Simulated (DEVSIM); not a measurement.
Device: TaN/SiON/n-Si capacitor, at 400 K.

```csv
layer (left to right),material,thickness (nm),Nd (cm⁻³)
1,SiON,5.00,-
2,Si,9400,3.7e15
```

Metal gate on the left, work function 4.4 eV. Fixed charge at the semiconductor interface -4.4e10 cm⁻² (in units of +e); no interface traps.

This is a model device: material constants are rounded textbook-type values typed into the input, and sizes, dopings and lifetimes were drawn at random. Values at 300 K; Nc and Nv go as T^1.5, mobilities as T to minus their exponent, the gap by Varshni's rule with the affinity fixed.

```csv
parameter,SiON,Si
gap (eV),7,1.124
affinity (eV),1.4,4.05
permittivity,5.5,11.7
Nc (cm⁻³),-,2.86e19
Nv (cm⁻³),-,3.1e19
Varshni α (eV/K),-,0.000473
Varshni β (K),-,636
```

DEVSIM, 1D Poisson equation in equilibrium, Boltzmann statistics, complete ionisation; no quantum confinement or tunnelling. Metal contacts follow the ideal Schottky-Mott rule: no Fermi-level pinning, no interface dipoles.

The fixed charge was swept, all else fixed.

```
fixed charge (cm^-2)  threshold voltage (band bending 2φF) (V)  flat-band voltage (V)  minimum of the low-frequency capacitance (μF/cm²)
--------------------  ----------------------------------------  ---------------------  -------------------------------------------------
-2.17e12                                                 -0.09                   0.38                                             0.0320
-1.11e12                                                 -0.26                   0.21                                             0.0332
-4.4e10                                                  -0.44                   0.03                                             0.0327
1.02e12                                                  -0.61                  -0.14                                             0.0320
2.09e12                                                  -0.79                  -0.32                                             0.0320
```

From the first row to the last the threshold voltage (band bending 2φF) goes from -0.09 to -0.79. From the first row to the last the flat-band voltage goes from 0.38 to -0.32.
